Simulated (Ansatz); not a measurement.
An Ansatz (an electronic-structure program) input (Ansatz LDA, no spin-orbit coupling):

Ansatz 0.2 input:
```yaml
crystal:
  lattice:
    - [4.3675897332, 0, 0]
    - [2.1837948666, 3.7824436623, 0]
    - [2.1837948666, -1.2608145541, 3.4356542029]
  atoms:
    - { symbol: In, position: [0, 0, 0] }
    - { symbol: As, position: [0.5, 0.25, 0.75] }
basis: { ecutwfc: 420, ecutrho_ratio: 4, xc_grid: 2, fft_grid_basis: typed }
kpoints: { mp_grid: { grid: [10, 10, 10] } }
hamiltonian:
  xc: lda
  dispersion: none
  pseudopotentials: { kind: paw }
scf: { occupations: { method: fermi_dirac, width: 0.05 } }
relax: { f_tol: 0.005, max_steps: 50, cell: { stress_tol: 0.01, fix: [a, b, gamma] } }
output: { forces: true, stress: true }
checkpoint: { write: state.ck, write_every: 1000 }
```

Q: Which symmetry and how many k-points will the program report, and about how many plane waves at Γ?

A: Space group R3m (ITA 160) with 6 operations, k-points 116 of 1000, and 1103 plane waves at Γ.

Q: And the final pressure?

A: -1.89 GPa (compression positive).

The cells carry an imposed strain or load. Stability against distortions was not tested. The final runs are not spin-polarised. The cell was made from InAs in the zinc blende structure (space group F-43m, No. 216) by this change: biaxial strain +2.50 %, plane normal [111], relaxed out of plane.
